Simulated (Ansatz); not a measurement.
Take ZnGeP2 in the chalcopyrite structure (space group I-42d, No. 122; a = 5.374 Å, c = 10.625 Å) as the base.

All numbers come from LDA/PAW in Ansatz (an electronic-structure program), spin-orbit coupling left out.

Base values:

| Item | Value |
|---|---|
| Pressure | -0.1 kbar |

The change: an isotropic linear strain of +1.50 %; the atoms relax in the strained cell.

Question: What happens to the energy relative to the base and pressure?

Answer: The energy rises by 10 meV/atom; the pressure (mean of the normal stresses, compression positive) falls by 35.8 kbar (-0.1 kbar → -35.9 kbar).

Stability against distortions was not tested.
